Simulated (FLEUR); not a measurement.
FLEUR run on LuTlTe₂ (P1, 4 atoms in the cell): self-consistent single point.

Computed with LDA (Perdew-Zunger), all-electron FLAPW (FLEUR), scalar-relativistic valence.

The change in words: atoms moved at random. Reference geometry:
```yaml
crystal:
  lattice:
    - [2.18903, 1.26384, 8.13839]
    - [-2.18903, 1.26384, 8.13839]
    - [0.00000, -2.52767, 8.13839]
  atoms:
    - { symbol: Lu, position: [0.50000, 0.50000, 0.50000] }
    - { symbol: Tl, position: [0.00000, 0.00000, 0.00000] }
    - { symbol: Te, position: [0.76400, 0.76400, 0.76400] }
    - { symbol: Te, position: [0.23600, 0.23600, 0.23600] }
```

Reference input (self-consistent single point, DFT, LDA (Perdew-Zunger), all-electron FLAPW (FLEUR), scalar-relativistic valence): Kmax = 3.8 1/bohr; GmaxXC = 11.4 1/bohr; xcFunctional = pz; jspins = 1; l_soc = F; mode = hist; fermiSmearingEnergy = 0.0001 Htr; mesh (inpgen div1-3) = 5 5 5; inpgen gamma flag = false; Gmax = 11.4 1/bohr; numbands = 0; maxIterBroyd = 25. This run's input differs from it in these lines:

```diff
@@ -10,6 +10,6 @@
 4
-71 0.5000000000 0.5000000000 0.5000000000
-81 0.0000000000 0.0000000000 0.0000000000
-52 0.7639960000 0.7639960000 0.7639960000
-52 0.2360040000 0.2360040000 0.2360040000
+71 0.5061410000 0.4962580000 0.4959070000
+81 0.0046660000 -0.0008350000 0.0000220000
+52 0.7644920000 0.7576890000 0.7686170000
+52 0.2247010000 0.2468890000 0.2354540000
 
@@ -93,3 +93,3 @@
       <atomGroup species="Lutetium (Lu)">
-         <relPos label="                   1">1.000/2.000 1.000/2.000 1.000/2.000</relPos>
+         <relPos label="                   1">-.4938590000 .4962580000 .4959070000</relPos>
          <force calculate="T" relaxXYZ="TTT"/>
@@ -97,3 +97,3 @@
       <atomGroup species="Thallium (Tl)">
-         <relPos label="                   2">.0000000000 .0000000000 .0000000000</relPos>
+         <relPos label="                   2">.0046660000 -.0008350000 .0000220000</relPos>
          <force calculate="T" relaxXYZ="TTT"/>
@@ -101,4 +101,7 @@
       <atomGroup species="Tellurium (Te)">
-         <relPos label="                   3">-.2360040000 -.2360040000 -.2360040000</relPos>
-         <relPos label="                   4">.2360040000 .2360040000 .2360040000</relPos>
+         <relPos label="                   3">-.2355080000 -.2423110000 -.2313830000</relPos>
+         <force calculate="T" relaxXYZ="TTT"/>
+      </atomGroup>
+      <atomGroup species="Tellurium (Te)">
+         <relPos label="                   4">.2247010000 .2468890000 .2354540000</relPos>
          <force calculate="T" relaxXYZ="TTT"/>
```

Log, with long lists cut:

```
 Iteration:     1   Distance:       5.96180115 me/bohr^3
 Iteration:     2   Distance:       5.35770335 me/bohr^3
 Iteration:     3   Distance:       3.04985543 me/bohr^3
 Iteration:     4   Distance:       1.45174559 me/bohr^3
 Iteration:     5   Distance:       1.08400940 me/bohr^3
   [... 10 lines left out ...]
 Iteration:    16   Distance:       0.00014852 me/bohr^3
 Iteration:    17   Distance:       0.00004019 me/bohr^3
 Iteration:    18   Distance:       0.00002001 me/bohr^3
 Iteration:    19   Distance:       0.00000873 me/bohr^3
 Reset of history
 Run finished successfully
 Stop message:
   Structural relaxation: new displacements generated

[file out, last iteration]
             iter=     20
[...]
          total density-effective poten   -8.3783440488E+04
          total charge density-energy d   -1.0053030080E+03
 Updated energy parameters for spin:           1
[...]
 fermi energy and band-weighting factors:

[...]
FERMIE:
          first approx. to ef    (T=0)  :   0.214102 htr   (energy of the highest occ. eigenvalue)
          number of occ. states  (T=0)  :       2205
          first approx. to seigv (T=0)  : -32.312033 htr
          sum of weights of occ. states :  35.000000
          sum of semicore charge        :   0.000000 e
FERHIS:  Fermi-Energy by histogram:
          bandgap                     :   0.023978 htr
   [... lines left out ...]
          charge neutrality (T=0)     :   0.000000    (zero if the highest occ. eigenvalue is "entirely" occupied)
 Direct bandgap for spin            1 :    5.6036972188683837E-002  Htr
 ---->    free energy=                    -48432.9738163009 htr
   [... lines left out ...]
 TOTAL FORCE FOR ATOM TYPE=  2  X=  0.023   Y=  0.009   Z=  0.059
                       FX_TOT=-0.000230 FY_TOT=-0.000131 FZ_TOT=-0.001174
 TOTAL FORCE FOR ATOM TYPE=  3  X=  0.028   Y= -0.036   Z=-10.907
                       FX_TOT=-0.001038 FY_TOT= 0.001557 FZ_TOT= 0.000202
 TOTAL FORCE FOR ATOM TYPE=  4  X= -0.092   Y=  0.002   Z= 10.874
                       FX_TOT= 0.003586 FY_TOT= 0.000216 FZ_TOT=-0.000880
```

The run converged in 19 iterations. FLEUR gives forces in its relaxation mode, with a further iteration, so its stop message speaks of a relaxation. Against the reference run the free energy goes up by 2.3 meV/atom and the gap on the mesh moves little (0.653 to 0.652 eV).

The starting cell comes from a database of computed structures (which also holds hypothetical and non-ambient phases and stackings), without a prior relaxation at this level. Its lattice was rescaled by a random factor within 2.5 % of one. For this run, on top of that: atoms moved at random. Spin-orbit coupling is off. Values depend on the basis (sphere radii, cutoffs, local orbitals), which need not be converged.

Cost on one core of a shared machine: roughly 20 min.
